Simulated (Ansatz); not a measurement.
## A computed series for SiO2: response to strain

Take SiO2 in the rutile structure (space group P4_2/mnm, No. 136) as the base.

```
CELL_PARAMETERS angstrom
      4.15488     0.00000     0.00000
      0.00000     4.15488     0.00000
      0.00000     0.00000     2.66145
ATOMIC_POSITIONS crystal
  Si 0.00000 0.00000 0.00000
  Si 0.50000 0.50000 0.50000
  O  0.30558 0.30558 0.00000
  O  0.80558 0.19442 0.50000
  O  0.19442 0.80558 0.50000
  O  0.69442 0.69442 0.00000
```

Cartesian axes are those of the cell as printed.

Strains are applied to the cell and any free atomic positions relax.

Level of theory: plane-wave PAW DFT at the LDA level (Ansatz, a first-principles code, 420 eV), scalar-relativistic without spin-orbit coupling.

Notes on the quantities. energy relative to the base: free energy F.

| variant | energy relative to the base | band gap | width of the top valence band |
|---|---|---|---|
| base | 0 meV/atom | 5.81 eV | 2.76 eV |
| uniaxial strain ε_zz = −3.00 % | +17 meV/atom | (withheld) | 2.88 eV |
| uniaxial strain ε_zz = −2.40 % | +11 meV/atom | 6.33 eV | (withheld) |
| uniaxial strain ε_zz = −1.80 % | +6.0 meV/atom | 6.20 eV | 2.83 eV |
| uniaxial strain ε_zz = −1.20 % | +2.6 meV/atom | 6.07 eV | (withheld) |

Q: Fill in the withheld entries from the trend.

A: 
- uniaxial strain ε_zz = −3.00 %, band gap: 6.45 eV
- uniaxial strain ε_zz = −2.40 %, width of the top valence band: 2.85 eV
- uniaxial strain ε_zz = −1.20 %, width of the top valence band: 2.81 eV

Stability against distortions was not tested.
